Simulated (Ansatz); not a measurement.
# A self-consistent single point of BeS (F-43m, 2 atoms in the cell) with Ansatz

Computed with PBE (plane waves, PAW; Ansatz, a program for electronic structure).

Input:

Ansatz 0.2 input:
```yaml
crystal:
  lattice:
    - [0.000000, 2.427695, 2.427695]
    - [2.427695, 0.000000, 2.427695]
    - [2.427695, 2.427695, 0.000000]
  atoms:
    - { symbol: Be, position: [0.000000, 0.000000, 0.000000] }
    - { symbol: S, position: [0.250000, 0.250000, 0.250000] }
basis:
  ecutwfc: 420.0
kpoints:
  mp_grid: { grid: [9, 9, 9] }
hamiltonian:
  xc: pbe
  pseudopotentials: { kind: paw }
scf:
  occupations: { method: fermi_dirac, width: 0.01 }
output:
  forces: true
  eigenvalues: true
  stress: true
```

The program printed (abridged):

```
WARN ansatz: RAYON_NUM_THREADS=1 ignored (pool sized by the plan → 1); use --threads N
Pseudopotentials: kind: paw
Pseudopotential: Be, paw, valence charge 2
Pseudopotential: S, paw, valence charge 6
Crystal: 2 atoms, lattice volume = 28.616 Å³
Basis set: ecut = 420 eV, 537 PW (Γ), exchange–correlation on 48×48×48 points (8 copies of the dense FFT grid, shifted against one another)
Bands: 8, of which v1, the nominal top of the filled ones, is band 4 counted from 1 (3 counted from 0)
Symmetry: 24 space group operations
Space group: F-43m (ITA 216), of the structure as read, at distance tolerance 3.1e-5 Å
k-points: 35 of 729 (time reversal used)
Initial density: superposition of atomic densities (neutral atoms: chi_scale 0, normalization atom), corrected by the library's trained network
Initial wavefunctions: pseudopotential atomic-orbital guess
Eigensolver: davidson
Functional: x = pbe(κ = 0.804, μ = 0.2195149727645171), c = pbe(β = 0.06672455060314922)
SCF iter   1: F=—  HF=-996.964603 eV  |F-HF|=—  |Δ(HF+E_count)|=         —  Δρ=7.54e-4  dr2=1.56e-4  ethr=1.77e-3  ⟨swp⟩=5.3  Hψ=2304  notcnv=0
all-band conjugate gradients solve this SCF's bands
preconditioner: auto → none
SCF iter   2: F=—  HF=-996.964159 eV  |F-HF|=—  |Δ(HF+E_count)|=   4.44e-4  Δρ=5.11e-4  dr2=7.52e-5  ethr=1.95e-6  ⟨swp⟩=2.1  Hψ=833  notcnv=0
SCF iter   3: F=—  HF=-996.964186 eV  |F-HF|=—  |Δ(HF+E_count)|=   2.66e-5  Δρ=1.89e-4  dr2=4.74e-6  ethr=9.40e-7  ⟨swp⟩=2.4  Hψ=440  notcnv=0
SCF iter   4: F=—  HF=-996.964222 eV  |F-HF|=—  |Δ(HF+E_count)|=   3.60e-5  Δρ=5.75e-5  dr2=8.97e-7  ethr=5.93e-8  ⟨swp⟩=2.0  Hψ=468  notcnv=0
iter 5 did not close the SCF: its close was put off for the readings that it lacked (scf_convergence_deferred on its scf_iter line)
SCF iter   5: F=-996.964224 eV  HF=-996.964224 eV  |F-HF|=2.45e-9  |Δ(HF+E_count)|=   1.84e-6  Δρ=8.66e-6  dr2=2.25e-8  ethr=1.12e-8  ⟨swp⟩=2.7  Hψ=430  notcnv=0
SCF iter   6: F=-996.964224 eV  HF=-996.964224 eV  |F-HF|=6.82e-11  |Δ(HF+E_count)|=   7.06e-9  Δρ=7.98e-7  dr2=1.91e-10  ethr=2.81e-10  ⟨swp⟩=1.8  Hψ=950  notcnv=0
SCF 1 converged in 6 iterations: F = -996.964224 eV  dr2 = 1.91e-10
SCF converged after 6 iterations
Free energy (F): -996.964224 eV
Harris-Foulkes:  -996.964224 eV  (|F-HF|=6.82e-11)
Internal energy: -996.964224 eV  (E = F + TS)
E sigma→0 (E₀):  -996.964224 eV
Fermi energy:    6.903250 eV
--- Per-component energies (eV) ---
  E_band       = 1.277774
  E_kinetic    = 128.249857
  E_local      = -116.024499  (includes V_loc(G=0)·N_el)
  E_nonlocal   = 32.774057
  E_hartree    = 35.746932
  E_xc         = -117.282364
  E_vxc        = -108.798157  (∫ρ·V_xc dr)
  E_paw        = -659.941760  (= ΣΔE_a)
  E_vpaw       = -6.417261  (= ΣTr[D̂ρ^β])
  E_aug_tail   = 0.000001  (compensation charges beyond the density's cutoff)
  E_ewald      = -300.486448
  E_smearing   = -0.000000  (= −TS)
  E_closure    = -0.000000  (closes the sum)
  Σ components = -996.964224   (vs F -996.964224, Δ=0.00e0)
--- Forces (eV/Å), atoms counted from 1 ---
  atom   1  Be     0.00000000    -0.00000000     0.00000000
  atom   2  S      0.00000000    -0.00000000     0.00000000
  max |Σ_I F_I| component: 3.83e-16 eV/Å
--- Stress (GPa, compression-positive) ---
        1.215613      -0.000000      -0.000000
        0.000000       1.215613       0.000000
       -0.000000       0.000000       1.215613
  P = ⅓ Tr σ = 1.2156 GPa (12.156 kbar)
  The stress holds the Pulay correction. Without it, at fixed plane waves, as pw.x and ABINIT print it: P = 1.2049 GPa
--- Band table (eV; the first three rows and the last of 35) ---
  k-point 0: bands = ["-8.3678", "5.3015", "5.3015", "5.3015", "10.9546", "10.9546", "10.9546", "11.1608"]
  k-point 1: bands = ["-8.2278", "4.3187", "5.1412", "5.1412", "10.8945", "11.2423", "11.2423", "12.2153"]
  k-point 2: bands = ["-7.8340", "2.4718", "4.7964", "4.7964", "10.8487", "11.7615", "11.7615", "14.0885"]
  k-point 34: bands = ["-6.2265", "0.8816", "1.5425", "2.2940", "11.5560", "12.8406", "13.6155", "15.2111"]
```

The run converged in 6 iterations.

The starting cell has typed, rounded lattice constants, without a prior relaxation at this level. Its lattice was rescaled by up to half a per cent. Ansatz's pressure includes its estimate of the finite-basis (Pulay) stress.
